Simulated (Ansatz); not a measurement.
The starting structures come from a database of crystals and need not be the phases stable at ambient conditions.

 Where the default PAW files enter, the runs use the earlier of Ansatz's two default sets.

By PBEsol, the system below comes out a metal.

The ballistic (Sharvin) conductance counts the channels at the Fermi level: G/A = (e²/h) × channels of both spins per area.

Here is the system:

```xyz
2
Lattice="2.9223 0.0000 0.0000 -1.4612 2.5308 0.0000 0.0000 0.0000 4.5606" Properties=species:S:1:pos:R:3 pbc="T T T"
Ag     0.0000     1.6872     1.1402
Ag     1.4611     0.8436     3.4205
```

Space group of this cell: P6_3/mmc, hcp (Mg type). The cell is strained (lengths along the current scaled by 0.97, ions clamped); by PBEsol its mean pressure is -0.9 GPa.

The current flows along the normal of the first two printed cell vectors, the (001) (indices of the unstrained crystal) plane of the conventional cell. No spin-orbit coupling; the value is a mean over 0.1 eV about the Fermi level.

Problem. Compute, with PBEsol in Ansatz (a first-principles code), the ballistic conductance per area.

Solution. 0.88 × 10¹⁵ S/m² for both spins.
